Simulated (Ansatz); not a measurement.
# A computed series for CdTe: alloy series

The parent structure is CdTe in the zinc blende structure (space group F-43m, No. 216; a = 6.618 Å).

The other end (x = 1) is CdI in the zinc blende structure (space group F-43m, No. 216; a hypothetical phase, not in the database extracts checked): 49.19 Å³/atom, gap zero; this end may not be an ambient phase.

I replaces a fraction x of Te; each row is one arrangement (x, atoms in the cell, starting space group or random), fully relaxed.

Method: Ansatz (a first-principles code), PBE, PAW, cutoff 420 eV, no SOC.

Candidates:
(a) x(I) = 0.5, 8 atoms, P-4m2
(b) x(I) = 0.667, 6 atoms, P3m1
(c) x(I) = 0.5, 8 atoms, Pmn2_1

Notes on the quantities. mixing energy: to 0.01 eV only: unlike meshes or grids; against an end that may be hypothetical.

**Question.** Order them by mixing energy, lowest first.

**Answer.** (a) x(I) = 0.5, 8 atoms, P-4m2 (-0.11 eV/atom), (b) x(I) = 0.667, 6 atoms, P3m1 (-0.05 eV/atom), (c) x(I) = 0.5, 8 atoms, Pmn2_1 (+0.03 eV/atom)

These are small ordered cells, not random alloys; other orderings at the same x differ. Spin-orbit coupling, missing from the scalar runs, can matter with I and Te. Whether these cells are dynamically stable was not tested. All final runs are without spin polarisation. An odd electron count without spin: CdI. Under x(I) = 0.5, 8 atoms, P-4m2 and x(I) = 0.667, 6 atoms, P3m1 the cell changed shape so far that it is another structure.
